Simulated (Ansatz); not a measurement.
## How far to go with the plane-wave cutoff: CaGe2Ru2 (I4mm, 5 atoms in the cell)

```yaml
crystal:
  lattice:
    - [-2.13697, 2.13697, 4.99934]
    - [2.13697, -2.13697, 4.99934]
    - [2.13697, 2.13697, -4.99934]
  atoms:
    - { symbol: Ca, position: [0.00500, 0.00500, 0.00000] }
    - { symbol: Ge, position: [0.36627, 0.36627, 0.00000] }
    - { symbol: Ge, position: [0.63373, 0.63373, 0.00000] }
    - { symbol: Ru, position: [0.75000, 0.25000, 0.50000] }
    - { symbol: Ru, position: [0.25000, 0.75000, 0.50000] }
```

Method: PBEsol, default PAW files made with PBE (plane waves; Ansatz, a program for electronic structure).

Base settings: basis.ecutwfc = 420 eV; kpoints.mp_grid.grid = 5 5 5; hamiltonian.xc = pbesol; hamiltonian.pseudopotentials = {kind: paw} (the program's default PAW files); scf.occupations.method = gaussian; scf.occupations.width = 0.1 eV.

The second cell is the first with its lattice scaled by 0.98.

The mesh stays at the base's, so the ladder's end is converged at best in this setting alone.

The first pressure column holds Ansatz's estimate of the finite-basis (Pulay) stress, which hides part of the cutoff error; the other is without it.

Only quantities that move along the ladder and can be compared are tabulated.

The count of work is k-points × plane waves × bands × iterations; it is no time. 

The starting cell comes from a database of computed structures (which also holds hypothetical and non-ambient phases and stackings), without a prior relaxation at this level. Its lattice was rescaled by up to half a per cent. One atom was moved a little off its site on purpose. Spin polarisation is off. In the base run, with a pressure of about -3 GPa the cell is away from its equilibrium volume at this level.

| basis.ecutwfc | free energy less the last step's (meV/atom) | energy of the compressed cell less the first (meV/atom) | pressure (GPa) | pressure without the Pulay estimate (GPa) | largest difference of a force vector from the last step's (eV/Å) | count of work / last |
|---|---|---|---|---|---|---|
| 145 eV | 45998.23 | -340.25 | -9.02 | -1251.80 | 0.463 | 0.063 |
| 170 eV | 20297.75 | 33.70 | 10.73 | -671.79 | 2.423 | 0.077 |
| 190 eV | 10193.88 | 92.48 | 0.49 | -395.93 | 0.296 | 0.084 |
| 210 eV | 5007.78 | 5.01 | -7.53 | -227.97 | 0.298 | 0.10 |
| 230 eV | 2418.33 | -18.73 | -6.91 | -128.30 | 0.239 | 0.11 |
| 250 eV | 1110.39 | 9.16 | -5.41 | -69.19 | 0.240 | 0.13 |
| 295 eV | 167.67 | 3.27 | -3.38 | -16.84 | 0.028 | 0.16 |
| 335 eV | 21.81 | 5.37 | -3.39 | -5.68 | 0.011 | 0.19 |
| 380 eV | 2.56 | 5.26 | -3.42 | -3.59 | 0.003 | 0.23 |
| 420 eV | 1.51 | 5.18 | -3.44 | -3.47 | 0.002 | 0.27 |
| 460 eV | 0.95 | 5.14 | -3.44 | -3.48 | 0.001 | 0.31 |
| 505 eV | 0.43 | 5.11 | -3.45 | -3.47 | 0.000 | 0.35 |
| 565 eV | 0.23 | 5.10 | -3.45 | -3.45 | 0.000 | 0.42 |
| 630 eV | 0.17 | 5.10 | -3.45 | -3.45 | 0.000 | 0.50 |
| 735 eV | 0.08 | 5.09 | -3.45 | -3.45 | 0.000 | 0.62 |
| 840 eV | 0.03 | 5.08 | -3.45 | -3.45 | 0.000 | 0.76 |
| 1010 eV | 0.00 | 5.08 | -3.45 | -3.45 | 0.000 | 1.0 |

Coarsest basis.ecutwfc that holds the free energy within 2 meV/atom of the last step, with all finer ones: 420 eV, at 0.27 of the last step's count of work; the step before is off by 2.6 meV/atom.

Coarsest basis.ecutwfc that holds the energy of the compressed cell less the first within 1 meV/atom of the last step, with all finer ones: 335 eV, at 0.19 of the last step's count of work; the step before is off by 1.8 meV/atom.

Coarsest basis.ecutwfc that holds the pressure within 0.05 GPa of the last step, with all finer ones: 380 eV, at 0.23 of the last step's count of work; the step before is off by 0.06 GPa.

The energy difference between the two cells stays within 1 meV/atom of the last step's from 335 eV on, the total only from 460 eV on: much of the error is common to both cells and cancels.

At the lowest cutoff the pressure without the Pulay estimate lies 1250 GPa under the last step's, the usual sign of Pulay stress in an incomplete plane-wave basis.

Keys are those of Ansatz 0.2.
